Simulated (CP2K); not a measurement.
A self-consistent single point of GaP (F-43m, 2 atoms in the cell) with CP2K.

Method: PBE, GPW, DZVP-MOLOPT-SR-GTH basis, GTH-PBE potentials (GTH_POTENTIALS) run with CP2K.

The change in words: lattice scaled by 0.98. Reference geometry:
```
CELL_PARAMETERS angstrom
      3.85373     0.00000     0.00000
      1.92687     3.33743     0.00000
      1.92687     1.11248     3.14656
ATOMIC_POSITIONS crystal
  Ga 0.00000 0.00000 0.00000
  P  0.25000 0.25000 0.25000
```

Reference input (self-consistent single point, DFT PBE, GPW, DZVP-MOLOPT-SR-GTH basis, GTH-PBE potentials (GTH_POTENTIALS)): CUTOFF = 600 Ry; REL_CUTOFF = 50 Ry; SMEAR/METHOD = FERMI_DIRAC; ELECTRONIC_TEMPERATURE = 116.05 K; KPOINTS/SCHEME = MONKHORST-PACK 5 5 5; XC_FUNCTIONAL = PBE; Ga/BASIS_SET = DZVP-MOLOPT-SR-GTH-q13; Ga/POTENTIAL = GTH-PBE-q13; P/BASIS_SET = DZVP-MOLOPT-SR-GTH-q5; P/POTENTIAL = GTH-PBE-q5; METHOD = GPW; EPS_DEFAULT = 1e-10. This run's input differs from it in these lines:

```diff
@@ -63,4 +63,4 @@
     &CELL
-      ABC 3.85373200 3.85373216 3.85373211
-      ALPHA_BETA_GAMMA 59.99999555 60.00000097 60.00000140
+      ABC 3.77665700 3.77665733 3.77665764
+      ALPHA_BETA_GAMMA 59.99999883 59.99999689 59.99999416
       PERIODIC XYZ
@@ -69,3 +69,3 @@
       Ga       0.00000000     0.00000000     0.00000000
-      P        1.92686600     1.11247675     0.78663975
+      P        1.88832875     1.09022700     0.77090700
     &END COORD
```

Log, with long lists cut:

```
 SCF WAVEFUNCTION OPTIMIZATION

  Step     Update method      Time    Convergence         Total energy    Change
     1 NoMix/Diag. 0.30E+00      -     1.44511376       -81.3497566569 -8.13E+01
     2 Broy./Diag. 0.30E+00      -     0.05676920       -81.1152201777  2.35E-01
     3 Broy./Diag. 0.30E+00      -     0.11158345       -81.1259054814 -1.07E-02
     4 Broy./Diag. 0.30E+00      -     0.01587385       -81.1762911103 -5.04E-02
     5 Broy./Diag. 0.30E+00      -     0.00496810       -81.2066740505 -3.04E-02
     6 Broy./Diag. 0.30E+00      -     0.00267738       -81.2030661759  3.61E-03
   [... 2 lines left out ...]
     9 Broy./Diag. 0.30E+00      -     0.00001617       -81.2039782261 -8.02E-04
    10 Broy./Diag. 0.30E+00      -     0.00000358       -81.2040438636 -6.56E-05
    11 Broy./Diag. 0.30E+00      -     0.00000369       -81.2040191828  2.47E-05
    12 Broy./Diag. 0.30E+00      -     0.00000047       -81.2040132051  5.98E-06
  *** SCF run converged in    12 steps ***

  Overlap energy of the core charge distribution:               0.00000000120724
  Self energy of the core charge distribution:               -113.69477796600728
  Core Hamiltonian energy:                                     32.89518809773956
  Hartree energy:                                              11.53604153281284
  Exchange-correlation energy:                                -11.94046487087688
  Electronic entropic energy:                                  -0.00000000000000
  Fermi energy:                                                 0.22446140020842

  Total energy:                                               -81.20401320512454
  Total energy (extrapolated to T->0):                        -81.20401320512454

   [... lines left out ...]

 STRESS| Analytical stress tensor [bar]
 STRESS|                        x                   y                   z
 STRESS|      x        9.47917326304E+04   3.10707618445E+00   2.19713258319E+00
 STRESS|      y        3.10707618445E+00   9.47877157387E+04   1.33089035637E+00
 STRESS|      z        2.19713258319E+00   1.33089035637E+00   9.47866803612E+04
 STRESS| 1/3 Trace                                             9.47887095768E+04
```

The run converged in 12 iterations. Against the reference run the free energy goes up by 45.7 meV/atom, the pressure goes from 3.16 to 9.48 GPa and the gap on the mesh goes from 1.620 to 1.510 eV.

The starting cell has typed, rounded lattice constants, without a prior relaxation at this level. For this run, on top of that: lattice scaled by 0.98. Values carry the incompleteness of an atom-centred basis. With a pressure of about 9 GPa the cell is away from its equilibrium volume at this level.
